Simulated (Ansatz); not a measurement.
Start from GaN in the zinc blende structure (space group F-43m, No. 216).

```
CELL_PARAMETERS angstrom
      0.00000     2.24914     2.24914
      2.24914     0.00000     2.24914
      2.24914     2.24914     0.00000
ATOMIC_POSITIONS crystal
  N  0.75000 0.75000 0.75000
  Ga 0.00000 0.00000 0.00000
```

Calculations: Ansatz (a program for electronic structure), PBEsol, PAW, cutoff 420 eV, without spin-orbit coupling, earlier PAW set.

Base values:

The electron mass comes out as 0.15 mₑ (at Γ) and the gap character comes out as direct at Γ.

Now apply this change: every Ga is replaced by Al; the structure is relaxed again.

Tabulated Pauling electronegativity and covalent radius: Ga 1.81, 1.22 Å; Al 1.61, 1.21 Å.

**Question.** What happens to the electron mass and gap character?

**Answer.** The electron mass changes from 0.15 mₑ (at Γ) to 0.52 mₑ along k, 0.32 mₑ across (at X); the gap character changes from direct at Γ to indirect, Γ → X.

Effective masses come from finite differences of ±0.01 Å⁻¹. Along k means along the line from Γ to the band edge. No phonon test of stability was made. This is not the structure that AlN has at room temperature and ambient pressure. This is not the structure that GaN has at room temperature and ambient pressure.
